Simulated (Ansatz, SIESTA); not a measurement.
# One structure in several programs: Sc2Te3 (Immm, 5 atoms in the cell)

Self-consistent single point.

```xyz
5
Lattice="-2.0568 2.9285 6.3902 2.0568 -2.9285 6.3902 2.0568 2.9285 -6.3902" Properties=species:S:1:pos:R:3 pbc="T T T"
Sc     0.0000     0.0000     8.4652
Sc     0.0000     0.0000     4.3152
Te     0.0000     2.9285     0.0000
Te     2.0568     0.0000     2.2550
Te     0.0000     2.9285     4.1352
```

Shared settings, as Ansatz (an electronic-structure program) writes them: kpoints.mp_grid.grid = 5 5 5; scf.occupations.method = gaussian; scf.occupations.width = 0.2 eV. Potentials and cutoffs stand in the table.

```json
[
 {"code": "SIESTA", "model": "LDA PW92, numerical atomic orbitals DZP, PseudoDojo LDA standard norm-conserving potentials (rewritten from UPF to PSML)", "pressure (GPa)": "-3.90", "largest force (eV/Å)": "0.087", "cutoff": "grid 350 Ry"},
 {"code": "Ansatz", "model": "LDA (PW92), PAW files made with PBE", "pressure (GPa)": "-3.89", "largest force (eV/Å)": "0.191", "cutoff": "420 eV"}
]
```

Size of the force on each atom (eV/Å): Sizes of forces hide their directions.

```csv
code,Sc1,Sc2,Te3,Te4,Te5
SIESTA,0.023,0.023,0.000,0.087,0.087
Ansatz,0.018,0.018,0.000,0.191,0.191
```

On Ansatz's run: spin-orbit coupling is off.

The spread over the programs that give each value: pressure within 0.01 GPa; largest force within 0.104 eV/Å.

SIESTA uses small atom-centred bases, whose incompleteness enters pressures, forces and empty levels differently from a plane-wave cutoff. Ansatz's pressure is given at a fixed set of plane waves, as the other plane-wave codes print theirs.

On the base mesh (4 4 4) the same programs gave: Ansatz pressure -3.86 GPa; SIESTA pressure -3.88 GPa.

The starting cell comes from a database of computed structures (which also holds hypothetical and non-ambient phases and stackings), without a prior relaxation at this level.

Left out of this page: CP2K (on another mesh); Elk (not drawn, or without a comparable value).

Keys are those of Ansatz 0.2.
